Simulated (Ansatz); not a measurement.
Functionals compared on the (201) surface of tetragonal indium in its 1x1 cell, outermost plane spacing 0.79 Å in the ideal cut, in Ansatz (plane waves, PAW). The structure was relaxed with PBE; the other rows are single points on it, each with its references at the same level. Cutoff 420 eV (500 eV for r2SCAN).

Slab: 14 atoms, 10.3 Å thick at the start (thin: gaps and levels are the slab's own); k 11x4x1, smearing 0.1 eV, dipole-corrected; all atoms relaxed; start symmetry kept, larger cells not searched; no spin, no spin-orbit, no U. These notes are the PBE run's.

```
functional  surface energy (J/m²)  work function of the top face (eV)           rough cost of the single point
----------  ---------------------  ----------------------------------  ---------------------------------------
PBE                          0.33                                3.78                                        –
LDA                          0.49                                4.06  about 2.6 core-minutes (a rough figure)
PBEsol                       0.45                                3.87          around 2.6 core-minutes (rough)
RPBE                         0.24                                3.66          around 2.7 core-minutes (rough)
r2SCAN                       0.36                                3.89                   roughly 6 core-minutes
```

Ansatz is a quantum-chemistry and plane-wave program.
